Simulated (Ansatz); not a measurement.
## Si under a change: Si → Ge

The parent structure is Si in the diamond structure (space group Fd-3m, No. 227; a = 5.4338 Å).

The change: Ge takes the place of Si on all its sites, then cell and atoms are relaxed.

All numbers come from Ansatz (a quantum-chemistry and plane-wave program) PBEsol, no spin-orbit coupling. Settings: 14×14×14 k-points, 0.05 eV Fermi–Dirac smearing, for the changed cell.

The lattice parameter a rises by 0.242 Å to 5.676 Å and the space group stays Fd-3m (No. 227). The shortest interatomic distance goes up by 0.105 Å, from 2.353 Å to 2.458 Å and the band gap goes from 0.47 eV to zero.

Final structure:

```yaml
crystal:
  lattice:
    - [0.00000, 2.83808, 2.83808]
    - [2.83808, 0.00000, 2.83808]
    - [2.83808, 2.83808, 0.00000]
  atoms:
    - { symbol: Ge, position: [0.50000, 0.50000, 0.50000] }
    - { symbol: Ge, position: [0.75000, 0.75000, 0.75000] }
```

Semilocal Kohn–Sham gaps tend to fall short of experiment. Whether these cells are dynamically stable was not tested. The zero or small gap of Ge can change with the level of theory.
